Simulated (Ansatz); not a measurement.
Take AlN in the wurtzite structure (space group P6_3mc, No. 186) as the base.

```
AlN
1.0
    3.10656     0.00000     0.00000
   -1.55328     2.69036     0.00000
    0.00000     0.00000     4.97805
Al N
2 2
Direct
  0.33333   0.66667   0.99658
  0.66667   0.33333   0.49658
  0.33333   0.66667   0.37822
  0.66667   0.33333   0.87822
```

Cartesian axes are those of the cell as printed.

All numbers come from r2SCAN (Ansatz, a program for electronic structure; PAW; 500 eV plane waves; no spin-orbit coupling), earlier PAW set.

It is then changed as follows: every lattice vector is stretched by 1.17 %; the atoms relax in the strained cell.

Question: Predict the stress tensor and what it implies for the stiffness.

Answer: Stress of the strained cell less that of the base (GPa, compression positive):
```
  -7.08    0.00    0.00
   0.00   -7.08    0.00
   0.00    0.00   -6.48
```

Then B = −ΔP/(ΔV/V₀) with ΔV/V₀ = 0.0355 gives secant stiffness values (nonlinear terms included at this strain): B (at held cell shape, above the free-shape value) ≈ 194 GPa.

As a check, the harmonic strain energy −½ V₀ Δσ:ε is 7.8 meV/atom; the computed energy rise is 8.1 meV/atom.

Stability against distortions was not tested.
